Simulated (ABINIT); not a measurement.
A user runs ABINIT on K₂NaMoBr₆ (Fm-3m, 10 atoms in the cell) and asks whether the run is sound. The aim is a self-consistent single point with DFT, PBEsol, plane waves, PAW (JTH v2.0 PBE PAW, files made for PBE).

Cell that was meant: a = 7.7692 Å, b = 7.7692 Å, c = 7.7692 Å, α = 60.00°, β = 60.00°, γ = 60.00°.

Part of the input:

```
         0.7627800000    0.2372200000    0.7627800000
         0.2372200000    0.2372200000    0.7627800000
         0.7627800000    0.7627800000    0.2372200000
ecut 7.5 Ha
pawecutdg 15 Ha
ixc -116133
nsppol 2
spinat
```

The program printed (abridged):

```
 Symmetries : space group Fm -3 m (#225); Bravais cF (face-center cubic)

 -outvars: echo values of preprocessed input variables --------
   [... lines left out ...]

 Coarse grid specifications (used for wave-functions):

 getcut: wavevector=  0.0000  0.0000  0.0000  ngfft=  40  40  40
         ecut(hartree)=      7.500   => boxcut(ratio)=   2.20998

 Fine grid specifications (used for densities):

 getcut: wavevector=  0.0000  0.0000  0.0000  ngfft=  54  54  54
         ecut(hartree)=     15.000   => boxcut(ratio)=   2.11036

   2.08508591E+04                                ecore*ucvol(ha*bohr**3)

_setup2: Arith. and geom. avg. npw (full set) are    2197.500    2197.496
--- !BeginCycle
solver: {iscf: 17, nstep: 80, nline: 4, wfoptalg: 10, }
tolerances: {tolvrs: 1.00E-11, }
...

     iter   Etot(hartree)     deltaE(h) residm    nres2    magn
 ETOT  1  -252.84977068153    -2.53E+02 1.07E+00 3.73E+01 2.500
 ETOT  2  -254.65604573087    -1.81E+00 5.53E-03 3.57E+00 3.000
 ETOT  3  -254.64692490210     9.12E-03 1.97E-03 7.18E-01 3.000
 ETOT  4  -254.64725342837    -3.29E-04 5.50E-04 6.35E-02 3.000
 ETOT  5  -254.64766838438    -4.15E-04 5.46E-04 1.74E-02 3.000
   [... 13 lines left out ...]
 ETOT 19  -254.64854772777    -4.39E-11 1.27E-05 2.35E-10 3.000
 ETOT 20  -254.64854772778    -1.04E-11 9.40E-06 5.76E-11 3.000
 ETOT 21  -254.64854772777     2.93E-12 1.94E-05 1.58E-11 3.000
 ETOT 22  -254.64854772777     3.95E-12 1.41E-05 1.94E-12 3.000
 At SCF step   22       nres2   =  1.94E-12 < tolvrs=  1.00E-11 =>converged.

 Cartesian components of stress tensor (hartree/bohr^3)
  sigma(1 1)=  1.57969601E-03  sigma(3 2)=  0.00000000E+00
  sigma(2 2)=  1.57969601E-03  sigma(3 1)=  0.00000000E+00
  sigma(3 3)=  1.57969601E-03  sigma(2 1)=  0.00000000E+00

 Integrated electronic and magnetization densities in atomic spheres:
 Radius=ratsph(iatom), smearing ratsm=  0.0000. Diff(up-dn)=approximate z local magnetic moment.
 Atom    Radius    up_density   dn_density  Total(up+dn)  Diff(up-dn)
    1   2.10866     3.561161     3.560180      7.121341     0.000981
    2   2.10866     3.561161     3.560180      7.121341     0.000981
    3   1.60199     3.840076     3.840734      7.680811    -0.000658
   [... lines left out ...]
 Total magnetization (from the atomic spheres):             2.187335
 Total magnetization (exact up - dn):                       2.999885
 Fermi (or HOMO) energy (hartree) =   0.01723   Average Vxc (hartree)=  -0.29243
   [... lines left out ...]
total_energy        : -2.54648548072954E+02
total_energy_eV     : -6.92933939100482E+03
...

-Cartesian components of stress tensor (GPa)         [Pressure= -4.6476E+01 GPa]
- sigma(1 1)=  4.64762533E+01  sigma(3 2)=  0.00000000E+00
- sigma(2 2)=  4.64762533E+01  sigma(3 1)=  0.00000000E+00
- sigma(3 3)=  4.64762533E+01  sigma(2 1)=  0.00000000E+00

 Calculation completed.
```

Question: Is this run sound? If not, what is wrong?

Answer: The run is not sound. The fault is a basis or grid far too coarse for these potentials. Far below the cutoff that the potentials were made for, the basis cannot represent the orbitals near the nuclei, and energies, forces and above all the stress go wrong. To fix it, restore the cutoff that the potentials need and check convergence. The run converged in 22 iterations without an error; against the sound input the free energy rises by 3.08 eV/atom, the pressure goes from -1.47 to -46.48 GPa, the largest force goes from 0.268 to 0.156 eV/Å and the size of the net moment stays at 0.30 μB/atom.

The sound input it was made from differs as follows (other fixes are possible):
```diff
-ecut 7.5 Ha
-pawecutdg 15 Ha
+ecut 30 Ha
+pawecutdg 60 Ha
```

With that input, the run converged in 22 iterations: free energy E − TS -6960.16 eV; pressure -1.47 GPa; largest force (vector length) 0.268 eV/Å; size of the cell's spin moment 3.00 μB; site moments (μB, in the program's spheres or projections) K 0.00, K 0.00, Na 0.00, Mo 2.08, Br 0.02, Br 0.02, Br 0.02, Br 0.02, Br 0.02, Br 0.02 (DFT, PBEsol, plane waves, PAW (JTH v2.0 PBE PAW, files made for PBE)).

On the sound input: the starting cell comes from a database of computed structures (which also holds hypothetical and non-ambient phases and stackings), without a prior relaxation at this level. With one magnetic atom in the cell only a parallel order is possible. The potentials were made for another functional than the one used.

These are the values that this program gave, and no reference: the one-centre exchange-correlation terms come from a truncated expansion.
